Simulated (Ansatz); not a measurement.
**Hypothetical rock salt SnC: element substitutions**

Consider SnC in the rock salt structure (space group Fm-3m, No. 225; a hypothetical phase, not in the database extracts checked).

Space group Fm-3m (No. 225); a = b = c = 4.7448 Å, α = β = γ = 90.00°

```
atom  site  symmetry       x       y       z
----  ----  --------  ------  ------  ------
C       4a      m-3m  0.0000  0.0000  0.0000
Sn      4b      m-3m  0.5000  0.5000  0.5000
```
(The calculation used a cell of 2 atoms; values per cell refer to that cell.)

Each row replaces one element on all its sites; cell and atoms are relaxed.

The values are results of Kohn–Sham DFT with the PBEsol functional, run in Ansatz (a quantum-chemistry and plane-wave program) with PAW and 420 eV plane waves, spin-orbit coupling left out, not measurements.

| case | shortest interatomic distance | density |
|---|---|---|
| base | 237.2 pm | 8.13 g/cm³ |
| C → Pb | ? | ? |
| Sn → Sb | 242.0 pm | 7.84 g/cm³ |
| C → H | 245.0 pm | 6.76 g/cm³ |
| C → Os | 267.5 pm | 13.40 g/cm³ |

Q: Complete the table.

A: 
- C → Pb, shortest interatomic distance: 311.2 pm
- C → Pb, density: 8.98 g/cm³

Stability against distortions was not tested. As relaxed here, SnPb, SbC, SnH and SnOs are hypothetical phases, not in the database extracts checked. The final runs are not spin-polarised. An odd electron count without spin: SbC and SnH. SnOs has a high density of states at the Fermi level and may be magnetic at this level.
